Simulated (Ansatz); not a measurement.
Cost and result by functional for the surface energy of the (31-43) surface of hcp Ti in its 1x1 cell, outermost plane spacing 0.11 Å in the ideal cut, in Ansatz (plane waves, PAW). Single points on the PBE structure, on one kind of machine; costs are rough ratios of the slab run's core time (references not counted) to the cheapest single point. r2SCAN's cost holds its higher cutoff (500 against 420 eV). Differences are taken against r2SCAN for comparison alone: no measured value is at hand, so the table doesn't rank accuracy.

Slab: 34 atoms, 10.4 Å thick at the start (thin: gaps and levels are the slab's own); k 7x4x1, smearing 0.1 eV, dipole-corrected; all atoms relaxed; start symmetry kept, larger cells not searched; no spin, no spin-orbit, no U. These notes are the PBE run's.

```
functional                     relative cost  surface energy (J/m²)  less r2SCAN (J/m²)
-----------------------------  -------------  ---------------------  ------------------
RPBE                                       1                   1.88               -0.33
PBEsol                                     1                   2.19               -0.02
LDA                                        1                   2.25                0.04
r2SCAN                                     2                   2.21                0.00
PBE (the relaxed run's value)              –                   2.02               -0.19
```

The values span 0.37 J/m², while the single points' costs differ by a factor of roughly 2. Differences are of unrounded values.

Ansatz is a quantum-chemistry and plane-wave program.
